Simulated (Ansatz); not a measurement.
## SiCO4 (model structure, I-4, No. 82, 6 atoms in the cell): equilibrium lattice constant a by level of theory

No measured value is used here.

Put these levels in order of the equilibrium lattice constant a that they give for SiCO4 (model structure, I-4, No. 82, 6 atoms in the cell), smallest first: PBE (Ansatz, a quantum-chemistry and plane-wave program), PBEsol (Ansatz), r²SCAN (Ansatz).

r²SCAN (4.356 Å), PBEsol (4.379 Å), PBE (4.430 Å)

Cutoffs differ between the levels. Ansatz's density-functional and Hartree–Fock values are scalar-relativistic unless marked +SOC, with PAW data made under PBE.

A model structure was made by putting elements into a prototype or built by hand; it is no filed structure, need not be a known phase, and can be a saddle point held by its symmetry.
